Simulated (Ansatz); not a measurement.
System: Si-vacancy pair (Si on one host Al site, one Al site vacant) in zinc-blende AlP (charge state -2). All values below come from PBE, PAW (plane waves to 420 eV; Ansatz, a first-principles code).

64-site cell at the relaxed PBE lattice, a 2×2×2 k-point mesh shifted by half a step, smearing 0.01 eV, spin-restricted, no finite-size correction. No zero-point or tunnelling terms. The charge state is imposed; whether it is stable for some Fermi level was not computed. Forms of the defect that were not tried may lie lower.

Barriers: single points on a 3×3×3 k-point mesh shifted by half a step at the bands' geometries.

A. one Al atom jumps into the vacancy from a nearby Al site (Si-vacancy distance between ideal sites 3.90 → 6.75 Å); the atom moves 3.69 Å along (-0.47, -0.48, 0.00) of the unit cell; the moving atom starts with neighbours P at 2.33, 3 P at 2.42 Å and ends with P at 2.32, P at 2.40, P at 2.42, P at 2.46 Å; saddle order not checked.
B. one Al atom jumps into the vacancy from a nearby Al site (Si-vacancy distance between ideal sites 3.90 Å throughout); the atom moves 3.74 Å along (0.48, 0.48, 0.00) of the unit cell; the moving atom starts with neighbours P at 2.38, 2 P at 2.40, P at 2.42 Å and ends with P at 2.38, 2 P at 2.40, P at 2.42 Å; saddle order not checked, on a symmetry element.
C. one Al atom jumps into the vacancy from a nearby Al site (Si-vacancy distance between ideal sites 3.90 Å throughout); the atom moves 3.64 Å along (-0.47, 0.00, 0.47) of the unit cell; the moving atom starts with neighbours P at 2.32, P at 2.41, P at 2.42, P at 2.47 Å and ends with P at 2.32, P at 2.41, P at 2.42, P at 2.47 Å; saddle order not checked.

A band can be held on a symmetry element, so unchecked saddle points there may be too high.

**Question.** Order them by forward barrier (lowest first) at the level PBE, PAW.

**Answer.** C (1.52 eV), B (1.58 eV), A (1.66 eV)
